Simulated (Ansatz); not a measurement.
## Effect of pressure 0.7 GPa on SrTiO3

Take SrTiO3 in the cubic perovskite structure (space group Pm-3m, No. 221; a = 3.908 Å) as the base.

It is then changed as follows: cell and atoms relaxed at a pressure of 0.7 GPa.

Level of theory: r2SCAN (Ansatz, an electronic-structure program, PAW, no spin-orbit coupling), earlier PAW set. Settings: 9×9×9 k-points, 0.05 eV Fermi–Dirac smearing.

```json
[
 {"quantity": "volume per atom", "base": "11.93 Å³", "changed": "11.89 Å³", "shift": "-0.04 Å³"},
 {"quantity": "density", "base": "5.11 g/cm³", "changed": "5.13 g/cm³", "shift": "+0.02 g/cm³"},
 {"quantity": "lattice parameter a", "base": "3.908 Å", "changed": "3.903 Å", "shift": "-0.005 Å"},
 {"quantity": "shortest interatomic distance", "base": "1.954 Å", "changed": "1.951 Å", "shift": "-0.0024 Å"},
 {"quantity": "enthalpy H = E + PV relative to the base's energy", "base": "–", "changed": "+0.05 eV/atom", "shift": "–"},
 {"quantity": "band gap", "base": "2.27 eV", "changed": "2.27 eV", "shift": "+0.008 eV"},
 {"quantity": "gap character", "base": "indirect, R → Γ", "changed": "indirect, R → Γ", "shift": "–"},
 {"quantity": "smallest direct gap", "base": "2.63 eV", "changed": "2.63 eV", "shift": "+0.006 eV"},
 {"quantity": "width of the top valence band", "base": "1.05 eV", "changed": "1.05 eV", "shift": "0.00 eV"}
]
```

Final structure:

```
CELL_PARAMETERS angstrom
      3.90274     0.00000     0.00000
      0.00000     3.90274     0.00000
      0.00000     0.00000     3.90274
ATOMIC_POSITIONS crystal
  Sr 0.00000 0.00000 0.00000
  Ti 0.50000 0.50000 0.50000
  O  0.00000 0.50000 0.50000
  O  0.50000 0.50000 0.00000
  O  0.50000 0.00000 0.50000
```

Cost of the whole job for the changed cell (relaxation, final SCF and bands): very roughly 60 core-seconds.

Load acts through the strain it causes; cell and atoms are relaxed under it. Stability against distortions was not tested. The final runs are not spin-polarised. Many cubic perovskites are stable only at high temperature; tilts and polar distortions were not tested.
